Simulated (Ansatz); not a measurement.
An Ansatz (a quantum-chemistry and plane-wave program) run: Ta with a change (uniaxial strain ε_zz = −2.00 %); r2SCAN (Ansatz, PAW, without spin-orbit coupling).

Input:

Ansatz 0.2 input:
```yaml
crystal:
  lattice:
    - [-1.65304483, 1.65304483, 1.6199839334]
    - [1.65304483, -1.65304483, 1.6199839334]
    - [1.65304483, 1.65304483, -1.6199839334]
  atoms:
    - { symbol: Ta, position: [0, 0, 0] }
basis: { ecutwfc: 500, ecutrho_ratio: 4, xc_grid: 4, fft_grid_basis: typed }
kpoints: { mp_grid: { grid: [28, 28, 28] } }
hamiltonian:
  xc: r2scan
  dispersion: none
  pseudopotentials: { kind: paw }
scf: { occupations: { method: fermi_dirac, width: 0.1 }, convergence: { dr2_threshold: 0.0000000001 } }
relax: { f_tol: 0.005, max_steps: 50 }
output: { forces: true, stress: true }
checkpoint: { write: state.ck, write_every: 1000 }
```

Output:

```
Relaxation: its limit of steps is 50 (relax.max_steps)
WARN ansatz: RAYON_NUM_THREADS=1 ignored (pool sized by the plan → 1); use --threads N
Pseudopotentials: kind: paw
Pseudopotential: Ta, paw, valence charge 13
Functional definition: r2SCAN
Crystal: 1 atoms, lattice volume = 17.707 Å³
Basis set: ecut = 500 eV, 441 PW (Γ), exchange–correlation on 96×96×96 points (64 copies of the dense FFT grid, shifted against one another)
Bands: 11, of which v1, the nominal top of the filled ones, is band 7 counted from 1 (6 counted from 0)
Symmetry: 16 space group operations
Space group: I4/mmm (ITA 139), of the structure as read, at distance tolerance 2.6e-5 Å
k-points: 1639 of 21952
PAW frozen core: Ta, regenerated for the run's functional
Initial density: superposition of atomic densities (neutral atoms: chi_scale 0, normalization atom), corrected by the library's trained network
Initial wavefunctions: pseudopotential atomic-orbital guess
Eigensolver: davidson
Functional: x = r2scan, c = r2scan; τ floored in thin density (d = 2e-4 eV/Å³)
SCF iter   1: F=—  HF=-9944.313404 eV  |F-HF|=—  |Δ(HF+E_count)|=         —  Δρ=6.21e-3  dr2=1.74e-3  dr2_τ=1.63e-2  ethr=1.77e-3  ⟨swp⟩=5.5  Hψ=108228  notcnv=0
all-band conjugate gradients solve this SCF's bands
preconditioner: auto → none
SCF iter   2: F=—  HF=-9944.332094 eV  |F-HF|=—  |Δ(HF+E_count)|=   1.87e-2  Δρ=3.55e-3  dr2=6.32e-4  dr2_τ=2.25e-4  ethr=1.34e-5  ⟨swp⟩=2.0  Hψ=46919  notcnv=0  defer=59
SCF iter   3: F=—  HF=-9944.332883 eV  |F-HF|=—  |Δ(HF+E_count)|=   7.89e-4  Δρ=3.90e-4  dr2=1.49e-5  dr2_τ=1.37e-5  ethr=4.86e-6  ⟨swp⟩=2.1  Hψ=26097  notcnv=0  defer=59
SCF iter   4: F=—  HF=-9944.332881 eV  |F-HF|=—  |Δ(HF+E_count)|=   1.96e-6  Δρ=1.32e-4  dr2=1.27e-6  dr2_τ=7.26e-7  ethr=1.15e-7  ⟨swp⟩=2.7  Hψ=29255  notcnv=0  defer=59
SCF iter   5: F=—  HF=-9944.332882 eV  |F-HF|=—  |Δ(HF+E_count)|=   8.40e-7  Δρ=7.63e-5  dr2=4.11e-7  dr2_τ=1.69e-7  ethr=9.77e-9  ⟨swp⟩=1.0  Hψ=17974  notcnv=0  defer=59
SCF iter   6: F=—  HF=-9944.332882 eV  |F-HF|=—  |Δ(HF+E_count)|=   1.76e-7  Δρ=1.79e-5  dr2=2.71e-8  dr2_τ=1.13e-8  ethr=3.16e-9  ⟨swp⟩=3.0  Hψ=29291  notcnv=0  defer=59
SCF iter   7: F=—  HF=-9944.332882 eV  |F-HF|=—  |Δ(HF+E_count)|=   1.75e-8  Δρ=8.10e-6  dr2=5.56e-9  dr2_τ=9.82e-10  ethr=2.09e-10  ⟨swp⟩=2.0  Hψ=21816  notcnv=0  defer=59
SCF iter   8: F=—  HF=-9944.332882 eV  |F-HF|=—  |Δ(HF+E_count)|=   3.51e-9  Δρ=1.61e-6  dr2=2.28e-10  dr2_τ=2.65e-11  ethr=4.28e-11  ⟨swp⟩=2.4  Hψ=27627  notcnv=0  defer=59
SCF iter   9: F=-9944.332882 eV  HF=-9944.332882 eV  |F-HF|=3.64e-12  |Δ(HF+E_count)|=  1.26e-10  Δρ=9.42e-8  dr2=7.53e-13  dr2_τ=7.92e-14  ethr=1.00e-12  ⟨swp⟩=4.6  Hψ=57360  notcnv=0
SCF 1 converged in 9 iterations: F = -9944.332882 eV  dr2 = 7.53e-13
relax step   1: F+E_penalty+E_count = -9944.33288233 eV  Δ(F+E_penalty+E_count) = +0.000e0 eV  max|allowed force component| = 0.000e0 eV/Å  Δτ_max = 0.0000 Å  (9 SCF iters, accepted)
Crystal: 1 atoms, lattice volume = 17.707 Å³
Initial density: handed on by an earlier stage of this run
Initial wavefunctions: those handed on with the density
iter 1 solved again at ethr=1.00e-12 eV; its pass at ethr=3.10e-3 eV (dr2=7.35e-13 eV) is discarded
SCF iter   1: F=—  HF=-9944.332882 eV  |F-HF|=—  |Δ(HF+E_count)|=         —  Δρ=9.42e-8  dr2=7.54e-13  dr2_τ=7.90e-14  ethr=1.00e-12  ⟨swp⟩=1.1  Hψ=110406  notcnv=0  defer=58
preconditioner: auto → none
SCF iter   2: F=-9944.332882 eV  HF=-9944.332882 eV  |F-HF|=3.64e-12  |Δ(HF+E_count)|=  3.64e-12  Δρ=4.79e-8  dr2=1.78e-13  dr2_τ=2.18e-14  ethr=1.00e-12  ⟨swp⟩=3.0  Hψ=44623  notcnv=0
SCF 2 converged in 2 iterations: F = -9944.332882 eV  dr2 = 1.78e-13
SCF converged after 2 iterations
Free energy (F): -9944.332882 eV
Harris-Foulkes:  -9944.332882 eV  (|F-HF|=3.64e-12)
Internal energy: -9944.292305 eV  (E = F + TS)
E sigma→0 (E₀):  -9944.312594 eV
Entropy (-TS):   -0.040578 eV (-40.578 meV/atom)
Fermi energy:    18.855381 eV
--- Per-component energies (eV) ---
  E_band       = -111.516288
  E_kinetic    = 367.714996
  E_local      = -537.903535  (includes V_loc(G=0)·N_el)
  E_nonlocal   = 15.225210
  E_hartree    = 187.649067
  E_xc         = -204.665574
  E_vxc        = -222.444852  (∫ρ·V_xc dr)
  E_paw        = -8423.137297  (= ΣΔE_a)
  E_vpaw       = -120.656516  (= ΣTr[D̂ρ^β])
  E_aug_tail   = 0.000083  (compensation charges beyond the density's cutoff)
  E_vtau       = 11.250190  (kinetic-family band-sum trace: ∫τ·v_τ [+ j·A + Jᵃ·Aᵃ] dr)
  E_ewald      = -1348.418975
  E_core_change = -0.756280  (= ΣΔE_core)
  E_smearing   = -0.040578  (= −TS)
  E_closure    = 0.000000  (closes the sum)
  Σ components = -9944.332882   (vs F -9944.332882, Δ=0.00e0)
  [band-id]    e_kinetic+e_local+e_nonlocal+2·e_hartree+e_vxc+e_vpaw+e_augmentation_tail+e_vtau = -111.516290   (vs E_band -111.516288, Δ=-1.56e-6)
--- Forces (eV/Å), atoms counted from 1 ---
  atom   1  Ta    -0.00000000    -0.00000000    -0.00000000
  max |Σ_I F_I| component: 8.28e-30 eV/Å
--- Stress (GPa, compression-positive) ---
        3.494737       0.000000       0.000000
        0.000000       3.494737      -0.000000
        0.000000      -0.000000       5.797379
  P = ⅓ Tr σ = 4.2623 GPa (42.623 kbar)
  The stress holds the Pulay correction. Without it, at fixed plane waves, as pw.x and ABINIT print it: P = 4.2021 GPa
  The stress includes an estimate of the error left by incomplete SCF convergence (largest component 0.0000 GPa).
--- Band table ---
  band table: none
--- Relaxed structure (1 steps of the walk, 1 accepted, 0 SCFs on fresh bases) ---
  F+E_penalty+E_count = -9944.33288233 eV   max|allowed force component| = 0.000e0 eV/Å
  atoms:
    - { symbol: Ta, position: [0.0, 0.0, 0.0] }
```

No phonon test of stability was made. All final runs are without spin polarisation. The cell was made from Ta in the bcc (W type) structure (space group Im-3m, No. 229) by this change: uniaxial strain ε_zz = −2.00 %.
